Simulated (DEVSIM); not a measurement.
**Si p-i-n diode**

Device: Si p-i-n diode, at 300 K.

```tsv
layer (left to right)	material	thickness (μm)	Nd (cm⁻³)	Na (cm⁻³)	τn (s)	τp (s)
1	Si	0.190	-	5.6e17	1.1e-5	1.1e-5
2	Si	8.30	1.8e12	-	1.1e-5	1.1e-5
3	Si	2.00	3.8e17	-	1.1e-5	1.1e-5
```

Left contact: ohmic. Right contact: ohmic. Voltage is applied to the left contact. Recombination: SRH at mid-gap, Auger. Mobility is μmin + (μ − μmin)/(1 + (N/Nref)^α).

The device is made up for the run: typed textbook-type constants, with dimensions and the other settings drawn at random. Values at 300 K.

| parameter | Si |
|---|---|
| gap (eV) | 1.124 |
| affinity (eV) | 4.05 |
| permittivity | 11.7 |
| Nc (cm⁻³) | 2.86e19 |
| Nv (cm⁻³) | 3.1e19 |
| μn (cm²/Vs) | 1417 |
| μp (cm²/Vs) | 470 |
| μn,min | 52 |
| μp,min | 45 |
| Nref,n | 9.7e16 |
| Nref,p | 2.2e17 |
| αn | 0.68 |
| αp | 0.72 |
| Cn (cm⁶/s) | 2.8e-31 |
| Cp (cm⁶/s) | 9.9e-32 |

DEVSIM, 1D drift-diffusion, Boltzmann statistics, complete ionisation; no tunnelling, impact ionisation, image-force lowering or self-heating.

```
Property                                         Value
---------------------------------------------  -------
Potential step across the device at zero bias  0.909 V
Dark forward voltage at 1 A/cm²                0.640 V
Dark forward voltage at 100 A/cm²              0.771 V
```

Small-signal capacitance in reverse bias (quasi-static):

| V (V) | C (nF/cm²) |
|---|---|
| -0.2 | 1.45 |
| -0.5 | 1.38 |
| -1 | 1.33 |
| -1.5 | 1.31 |
| -2 | 1.29 |
| -3 | 1.28 |
| -4 | 1.27 |
| -5 | 1.27 |
| -6.5 | 1.26 |
| -8 | 1.26 |
| -10 | 1.26 |

Dark reverse current:

```tsv
V (V)	J (A/cm²)
-0.20	-2.1e-8
-0.50	-3.2e-8
-1.00	-4.2e-8
-1.50	-4.7e-8
-2.00	-5.0e-8
-3.00	-5.4e-8
-4.00	-5.6e-8
-5.00	-5.7e-8
-6.50	-5.9e-8
-8.00	-6.0e-8
-10.00	-6.1e-8
```
